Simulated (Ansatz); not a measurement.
```
CELL_PARAMETERS angstrom
      0.00000     3.18483     3.28037
      3.18483     0.00000     3.28037
      3.18483     3.18483     0.00000
ATOMIC_POSITIONS crystal
  Sn 0.00000 0.00000 0.00000
  Te 0.50000 0.50000 0.50000
```

No spin polarisation.

The values are results of r2SCAN, PAW, 500 eV (Ansatz, an electronic-structure program; without spin-orbit coupling), not measurements. Settings: 13×13×13 k-points, 0.05 eV Fermi–Dirac smearing.

Task: What is the computed band gap?

Result: 0.15 eV.

Task: What gap character does the calculation give?

Result: Direct at N.

Task: Predict the stress (xx, yy, zz, yz, xz, xy; compression positive).

Result: (-0.11, -0.11, -3.13, 0.00, 0.00, 0.00) GPa.

With Te present, leaving out spin-orbit coupling can change the band edges. The cells carry an imposed strain or load. Whether these cells are dynamically stable was not tested. The cell was made from SnTe in the rock salt structure (space group Fm-3m, No. 225) by this change: uniaxial strain ε_zz = +3.00 %. A zero or small gap of SnTe can be the functional's error rather than a property of the material.
